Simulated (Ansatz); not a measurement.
# Rh under a change: isotropic strain −1.50 %

Start from Rh in the fcc (Cu type) structure (space group Fm-3m, No. 225; a = 3.832 Å; relaxed with 0.1 eV smearing).

One thing is altered: every lattice vector is shortened by 1.50 %; the atoms relax in the strained cell.

All numbers come from PBE in Ansatz (plane waves to 420 eV, PAW, spin-orbit coupling left out). Settings: 29×29×29 k-points, 0.1 eV Fermi–Dirac smearing.

Volume per atom: 13.44 Å³ (base 14.07 Å³)
Shortest interatomic distance: 2.669 Å (base 2.710 Å)
Energy relative to the base (free energy F): +24 meV/atom
Pressure: 13.0 GPa (base 0.0 GPa)
Band gap: zero (base zero)

Final structure:

```yaml
crystal:
  lattice:
    - [0.00000, 1.88726, 1.88726]
    - [1.88726, 0.00000, 1.88726]
    - [1.88726, 1.88726, 0.00000]
  atoms:
    - { symbol: Rh, position: [0.00000, 0.00000, 0.00000] }
```

No phonon test of stability was made. The final runs are not spin-polarised.

Ansatz is a program for electronic structure.
